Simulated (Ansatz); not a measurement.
Start from Hf in the hcp (Mg type) structure (space group P6_3/mmc, No. 194; a = 3.1983 Å, c = 5.0488 Å; relaxed with 0.1 eV smearing). Axes: x lies along a and z along c of the hexagonal cell.

Computed with plane-wave PAW DFT at the r2SCAN level (Ansatz, a program for electronic structure, 500 eV), no SOC.

For the base:

```
Quantity            Value
---------------  --------
Volume per atom  22.36 Å³
```

Modification: compressive biaxial strain of 1.00 % in the plane normal to [001], as in epitaxy on a mismatched substrate; the out-of-plane cell vector and the atoms relax.

Problem. Estimate the effect on the volume per atom.

Solution. The volume per atom shrinks by 0.30 Å³ (22.36 Å³ → 22.06 Å³).

No phonon test of stability was made. All final runs are without spin polarisation.
